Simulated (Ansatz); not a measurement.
Consider a periodic stack without vacuum, hcp Sc (0 0 1) on wurtzite GaN (0 0 1) (film strained to the substrate, started from cuts of the bulks and a machine-learned relaxation; slabs Ga6N6 and Sc4, which can lie off the formulas): substrate slab Ga6N6, film Sc4, surface cells [[0, -1], [1, 0]] and [[0, 1], [-1, 0]], film strained by -3.1 and -3.1 %, outermost planes Ga/N and Sc/Sc as cut, which need not be the usual terminations and can put a slab off its formula. Its start:

```xyz
16
Lattice="3.2185 0.0000 -0.0239 1.6092 2.7873 -0.0152 -0.7449 0.8830 26.3494" Properties=species:S:1:pos:R:3 pbc="T T T"
Ga     3.3504     1.6867     0.8958
Ga     1.6527     0.8311     3.6312
N      3.2617     1.7581     3.0362
N      1.6590     0.8381     5.6117
Ga     3.2726     1.7679     6.2311
Ga     1.6940     0.8323     8.8482
N      3.2971     1.7622     8.1991
N      1.7152     0.8214    10.8210
Ga     3.3297     1.7500    11.4307
Ga     1.7364     0.8066    14.0448
N      3.3417     1.7357    13.4059
N      1.7305     0.7843    16.0066
Sc     0.1247     1.7156    16.9272
Sc     1.1067     3.0370    19.7808
Sc     1.0870     1.3198    22.4332
Sc     1.0303     3.3126    25.0936
```

The start was prepared with a machine-learned potential, and the result is one local minimum, with the in-plane cell held and forces under 0.04 eV/Å; the film can end far from its bulk form.

These are PBE (plane waves to 420 eV, PAW; Ansatz, a program for electronic structure) values and carry that method's errors. No spin–orbit coupling; the runs are not spin-polarised; PBE gaps are too small against experiment. Its k-point mesh 11×11×1, Fermi–Dirac width 0.05 eV.

Predict the relaxed interface.


- interface area = 9.0 Å²
- period = 26.36 Å
- heights between the nearest atoms of the two slabs at the two interfaces = 0.82 and 2.21 Å
- Ga–Sc contacts across the interfaces within 1.22 times the sum of covalent radii = 6, mean 3.11 Å
- N–Sc contacts across the interfaces within 1.22 times the sum of covalent radii = 3, mean 2.03 Å
- estimate of the barrier = withheld, since the two interfaces are unlike
- slope of the mean potential energy in the substrate = +2.9 MV/cm × e
